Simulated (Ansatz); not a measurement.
Electronic density of states of amorphous C60B6, density 2.41 g/cm³, on a 2×2×2 Γ-centred mesh with a Gaussian width of 0.1 eV; energies count from the Fermi level. Cell and mesh are small, so fine structure isn't converged. Calculation: PBE, scalar-relativistic without spin-orbit coupling (plane waves to 420 eV, PAW; Ansatz, an electronic-structure program). Sampling: a 2×2×2 Γ-centred mesh; Fermi-Dirac width 0.05 eV; no spin polarisation. The levels at the Fermi energy are partly filled. A closed spacing in one fast-quenched cell at PBE doesn't show the material to be a metal.

Preparation: random packing, a CHGNet melt and quench, and a DFT relaxation. It is the lowest in DFT energy of 2 quenches. It is a model cell: composition and starting density were chosen by hand, and all elements were melted together. No dispersion term was used. Its density started from a set value of 2.41 and ended at 2.41 g/cm³. Cooling (nominally 790 K/ps over its main leg) ran many orders faster than in experiment, which tends to leave more defects and strain. One small periodic cell is one sample of the glass; other quenches scatter about these values. The volume was held where the preparation left it, at a PBE pressure of 3.0 GPa. Stress components on the final sampling reach 7.5 GPa. On a 2×2×2 Γ-centred mesh force components of up to 0.29 eV/Å stay, since the relaxation ran on one k-point at (1/4, 1/4, 1/4).

(E - EF (eV), states/(eV atom)): (-12.00, 0.12); (-11.90, 0.14); (-11.80, 0.16); (-11.70, 0.19); (-11.60, 0.18); (-11.50, 0.18); (-11.40, 0.16); (-11.30, 0.16); (-11.20, 0.18); (-11.10, 0.17); (-11.00, 0.18); (-10.90, 0.16); (-10.80, 0.19); (-10.70, 0.22); (-10.60, 0.16); (-10.50, 0.12); (-10.40, 0.16); (-10.30, 0.18); (-10.20, 0.18); (-10.10, 0.19); (-10.00, 0.17); (-9.90, 0.15); (-9.80, 0.16); (-9.70, 0.17); (-9.60, 0.22); (-9.50, 0.21); (-9.40, 0.17); (-9.30, 0.20); (-9.20, 0.19); (-9.10, 0.20); (-9.00, 0.24); (-8.90, 0.23); (-8.80, 0.23); (-8.70, 0.26); (-8.60, 0.23); (-8.50, 0.25); (-8.40, 0.26); (-8.30, 0.20); (-8.20, 0.22); (-8.10, 0.28); (-8.00, 0.28); (-7.90, 0.25); (-7.80, 0.26); (-7.70, 0.26); (-7.60, 0.22); (-7.50, 0.25); (-7.40, 0.31); (-7.30, 0.32); (-7.20, 0.27); (-7.10, 0.28); (-7.00, 0.29); (-6.90, 0.27); (-6.80, 0.28); (-6.70, 0.30); (-6.60, 0.30); (-6.50, 0.27); (-6.40, 0.29); (-6.30, 0.34); (-6.20, 0.32); (-6.10, 0.29); (-6.00, 0.31); (-5.90, 0.37); (-5.80, 0.43); (-5.70, 0.37); (-5.60, 0.35); (-5.50, 0.30); (-5.40, 0.31); (-5.30, 0.34); (-5.20, 0.32); (-5.10, 0.29); (-5.00, 0.28); (-4.90, 0.32); (-4.80, 0.33); (-4.70, 0.31); (-4.60, 0.31); (-4.50, 0.34); (-4.40, 0.36); (-4.30, 0.31); (-4.20, 0.29); (-4.10, 0.31); (-4.00, 0.30); (-3.90, 0.29); (-3.80, 0.34); (-3.70, 0.35); (-3.60, 0.30); (-3.50, 0.32); (-3.40, 0.29); (-3.30, 0.29); (-3.20, 0.27); (-3.10, 0.21); (-3.00, 0.24); (-2.90, 0.31); (-2.80, 0.26); (-2.70, 0.22); (-2.60, 0.26); (-2.50, 0.30); (-2.40, 0.22); (-2.30, 0.23); (-2.20, 0.27); (-2.10, 0.20); (-2.00, 0.17); (-1.90, 0.21); (-1.80, 0.23); (-1.70, 0.20); (-1.60, 0.21); (-1.50, 0.23); (-1.40, 0.24); (-1.30, 0.26); (-1.20, 0.23); (-1.10, 0.17); (-1.00, 0.18); (-0.90, 0.23); (-0.80, 0.19); (-0.70, 0.15); (-0.60, 0.12); (-0.50, 0.10); (-0.40, 0.14); (-0.30, 0.17); (-0.20, 0.09); (-0.10, 0.02); (0.00, 0.06); (0.10, 0.10); (0.20, 0.11); (0.30, 0.11); (0.40, 0.08); (0.50, 0.05); (0.60, 0.07); (0.70, 0.08); (0.80, 0.08); (0.90, 0.13); (1.00, 0.12); (1.10, 0.12); (1.20, 0.16); (1.30, 0.16); (1.40, 0.16); (1.50, 0.14); (1.60, 0.16); (1.70, 0.12); (1.80, 0.08); (1.90, 0.13); (2.00, 0.16); (2.10, 0.18); (2.20, 0.15); (2.30, 0.18); (2.40, 0.17); (2.50, 0.16); (2.60, 0.15); (2.70, 0.13); (2.80, 0.15); (2.90, 0.22); (3.00, 0.20); (3.10, 0.16); (3.20, 0.15); (3.30, 0.13); (3.40, 0.16); (3.50, 0.15); (3.60, 0.08); (3.70, 0.09); (3.80, 0.18); (3.90, 0.18); (4.00, 0.16); (4.10, 0.16); (4.20, 0.16); (4.30, 0.12); (4.40, 0.11); (4.50, 0.17); (4.60, 0.16); (4.70, 0.08); (4.80, 0.10); (4.90, 0.12); (5.00, 0.12); (5.10, 0.15)
